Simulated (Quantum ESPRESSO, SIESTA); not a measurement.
Equation of state of zinc-blende InP (space group 216): energy against volume (SIESTA, LDA)

```xyz
2
Lattice="0.0000 2.8208 2.8208 2.8208 0.0000 2.8208 2.8208 2.8208 0.0000" Properties=species:S:1:pos:R:3 pbc="T T T"
In     0.0000     0.0000     0.0000
P      4.2313     4.2313     4.2313
```

Computed with LDA PW92, numerical atomic orbitals TZP, PseudoDojo LDA standard norm-conserving potentials (rewritten from UPF to PSML) (SIESTA). Settings: XC.functional = LDA; XC.authors = PW92; potentials = PseudoDojo LDA standard; PAO.BasisSize = TZP; PAO.EnergyShift = 0.005 Ry; MeshCutoff = 455 Ry; kgrid.MonkhorstPack = 10 10 10; OccupationFunction = FD; ElectronicTemperature = 10 meV; MaxSCFIterations = 150; SCF.Mixer.Method = Broyden; SCF.Mixer.Weight = 0.1; SCF.Mixer.History = 6; SCF.DM.Tolerance = 1.0E-05. The cell above is the first row's. The rows scale it uniformly. In all rows fractional positions and the k mesh are held. E is the free energy at the stated smearing, counted from the lowest row.

```
V (Å^3/atom)  E (meV/atom)
------------  ------------
22.446                   ?
22.934               33.69
23.422               17.10
23.910                6.35
24.398                0.85
24.886                0.00
25.374                3.32
25.862               10.37
26.350               20.75
```

The 8 complete rows are fitted with the third-order Birch-Murnaghan form, a cubic in V^(-2/3), E against V. With u = V^(-2/3) - 0.118, the rows have u = 0.005883, 0.004157, 0.002489, 0.000877, -0.000682, -0.002191, -0.003653, -0.005069. Least squares gives E = -0.170 + 365.0·u + 900091·u² + 2753139·u³. Residuals (row less fit): 0.000, 0.001, -0.007, 0.006, 0.001, -0.002, -0.004, 0.001; standard error 0.005 (degrees of freedom: 4). Its minimum lies at u = -0.000203, so V0 = (0.117797)^(-3/2) = 24.73. There d²E/du² = 1797000 and d³E/du³ = 1.652e7, so B0 = (4/9) × 24.73^(-7/3) × 1797000 × 0.160218 = 71.8 GPa (the last factor turns the table's units into GPa), and B0' = 4 + (2/3) × 0.117797 × (1.652e7)/1797000 = 4.7. The program's pressures in the fitted runs (not shown) pass through zero at V = 24.74, 0.01 % from this V0.

Q: What does the fit predict for E at V = 22.446, and how far is the calculated value from it?

A: u = 0.007673, so E = -0.170 + 365.0 × 0.007673 + 900091 × 0.007673² + 2753139 × 0.007673³ = 56.867 meV/atom. The calculation gives 56.80 meV/atom, 0.067 meV/atom below the prediction (0.1 % of the range of E in the table). The row lies outside the fitted rows, so this is an extrapolation. From the scatter of the fitted rows alone, a prediction at this place has a standard error of 0.015 meV/atom, so the miss is 4.4 times that.

Carrying the step between the two nearest rows on in a straight line would have given 50.28, off by 6.52; series whose last step already gives the withheld value aren't shown. The scan was laid around a cell of about the measured size, scaled by a guess for this functional. The runs keep the symmetry of the cell, so they don't test it for distortions. A plane-wave scan with the same functional (Quantum ESPRESSO, GBRV) gives V0 = 24.71 Å^3/atom and B0 = 71.1 GPa; a Birch-Murnaghan fit to all rows here lies 0.1 % from it in V0 and 1 % in B0; the two differ in basis, and may differ in potentials and mesh. Values carry the incompleteness of an atom-centred basis. Cutoffs and mesh are single choices, not tested for convergence of this quantity. Series with a scatter that would blur these digits, or in which a gap closes, are not shown. Nor are scans whose minimum lies at an end fitted in this form.

Terms beyond the fitted order, or numerical noise in single rows, can give a miss of this size; the table doesn't tell which.
